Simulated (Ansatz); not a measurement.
Base system: HgTe in the zinc blende structure (space group F-43m, No. 216; a = 6.5728 Å). Axes: x, y, z lie along the cube axes.

Computed with Kohn–Sham DFT with the r2SCAN functional, run in Ansatz (a program for electronic structure) with PAW and 500 eV plane waves, no spin-orbit coupling.

Before the change:

Pressure: 0.0 GPa
Volume per atom: 35.49 Å³

Now apply this change: biaxial strain −2.50 %, plane normal [001], relaxed out of plane (Cartesian); in-plane vectors clamped, the third vector and the atoms free.

Problem. Predict the new pressure, energy relative to the base and volume per atom.

Solution. The pressure (mean of the normal stresses, compression positive) goes from zero to 0.7 GPa; the energy grows by 5.4 meV/atom; the volume per atom shrinks by 0.60 Å³, from 35.49 Å³ to 34.89 Å³.

Stability against distortions was not tested. The final runs are not spin-polarised.
